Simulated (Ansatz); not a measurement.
**SiO2 under a change: pressure 7.5 GPa**

Start from SiO2 (space group P4_12_12, No. 92; a = 5.085 Å, c = 7.100 Å).

Modification: cell and atoms relaxed at a pressure of 7.5 GPa.

The values are results of Kohn–Sham DFT with the PBE functional, run in Ansatz (a first-principles code) with PAW and 420 eV plane waves, without spin-orbit coupling, not measurements. Γ-centred 5×5×4 mesh, Fermi–Dirac width 0.05 eV.

```csv
quantity,base,changed,shift
volume per atom,15.30 Å³,11.64 Å³,-3.654 Å³
density,2.17 g/cm³,2.86 g/cm³,+0.682 g/cm³
lattice parameter a,5.085 Å,4.704 Å,-0.3803 Å
c/a ratio,1.396,1.342,-0.054
shortest interatomic distance,1.625 Å,1.621 Å,-0.004 Å
enthalpy H = E + PV relative to the base's energy,–,+0.61 eV/atom,–
band gap,5.51 eV,5.86 eV,+0.35 eV
gap character,direct at Γ,direct at Γ,–
width of the top valence band,0.64 eV,0.52 eV,-0.12 eV
electron mass,0.54 mₑ (at Γ),0.48 mₑ (at Γ),–
hole mass,"1.6 mₑ along c, 1.9 mₑ across (at Γ)","2.0 mₑ along c, 1.5 mₑ across (at Γ)",–
"valence-band top at Γ (three highest levels, from the VBM)","0.00, -0.25, -0.25 eV","0.00, -0.72, -0.72 eV",–
```

Load acts through the strain it causes; cell and atoms are relaxed under it. Masses are band curvatures over ±0.01 Å⁻¹ around the edge. No phonon test of stability was made. Competing high-pressure phases were not computed.
